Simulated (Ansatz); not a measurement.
## Effect of pressure −1 GPa on WSi2

The reference is WSi$_{2}$ (space group I4/mmm, No. 139; a = 3.229 Å, c = 7.868 Å).

One thing is altered: hydrostatic tension (pressure −1 GPa).

Computed with Ansatz (a program for electronic structure) PBE, no SOC, earlier PAW set. k-mesh 20×20×20 (Γ-centred); smearing 0.05 eV (Fermi–Dirac).

```
quantity                             base     changed        shift
-----------------------------  ----------  ----------  -----------
volume per atom                  13.68 Å³    13.74 Å³     +0.06 Å³
density                        9.71 g/cm³  9.67 g/cm³  -0.04 g/cm³
c/a ratio                           2.436       2.435       -0.001
shortest interatomic distance     2.603 Å     2.605 Å     +0.002 Å
band gap                             zero        zero            –
```

Load acts through the strain it causes; cell and atoms are relaxed under it. Whether these cells are dynamically stable was not tested. The final runs are not spin-polarised.
